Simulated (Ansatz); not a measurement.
Reference: NbRu3 (Pm-3m), PBEsol, DFPT electron-phonon coupling, linearised Boltzmann equation (plane waves, PAW, scalar-relativistic; Ansatz, an electronic-structure program); geometry: relaxed with this functional, without spin-orbit coupling.

```xyz
4
Lattice="3.8516 0.0000 0.0000 0.0000 3.8516 0.0000 0.0000 0.0000 3.8516" Properties=species:S:1:pos:R:3 pbc="T T T"
Nb     0.0000     0.0000     0.0000
Ru     0.0000     1.9258     1.9258
Ru     1.9258     0.0000     1.9258
Ru     1.9258     1.9258     0.0000
```

The resistivity at 300 K comes out as 12.4 μΩ·cm. The mean free path at 300 K is 5.0 nm. The electron-phonon coupling λ is 0.77. The logarithmic mean phonon energy is 18.0 meV.

### Question
Swap Nb for Ta, keeping the structure type. How do these values move?

### Answer
TaRu₃ (Pm-3m): volume per atom 14.3 to 14.3 Å³; resistivity at 300 K stays about the same (12.4 μΩ·cm to 12.2 μΩ·cm); mean free path at 300 K stays about the same (5.0 nm to 5.2 nm); electron-phonon coupling λ falls (0.77 to 0.72); logarithmic mean phonon energy stays about the same (18.0 meV to 17.0 meV).

### Question
Replace Ru by Rh on the same sites and relax. What happens?

### Answer
NbRh3 (Pm-3m): volume per atom 14.3 to 14.2 Å³; resistivity at 300 K falls (12.4 μΩ·cm to 8.2 μΩ·cm); mean free path at 300 K rises (5.0 nm to 13.3 nm); electron-phonon coupling λ falls (0.77 to 0.24); logarithmic mean phonon energy rises (18.0 meV to 22 meV).

### Question
Swap Ru for Zn, keeping the structure type. How do these values move?

### Answer
NbZn₃ (Pm-3m): volume per atom 14.3 to 14.6 Å³; resistivity at 300 K falls (12.4 μΩ·cm to 10.9 μΩ·cm); mean free path at 300 K rises (5.0 nm to 14.3 nm); electron-phonon coupling λ falls (0.77 to 0.177); logarithmic mean phonon energy stays about the same (18.0 meV to 18.5 meV).

Moves up to 6 % count as about the same. Metals; harmonic phonons alone scatter; means over directions. The mean free path is weighted by the current that each state carries. Halving the electron mesh moves these values by up to 4 %; q meshes are mostly untested. Some of the runs warned that the eigensolver left states short of its tolerance. Spin-orbit coupling is left out.

Formula and space group known from diffraction (Crystallography Open Database), not checked to be the room-temperature form: NbRh3 (Pm-3m), NbZn3 (Pm-3m). Computed structure with no diffraction record at hand here (it may be known, metastable or hypothetical): NbRu3 (Pm-3m), TaRu3 (Pm-3m). The missing spin-orbit coupling matters most for TaRu3 (Pm-3m).
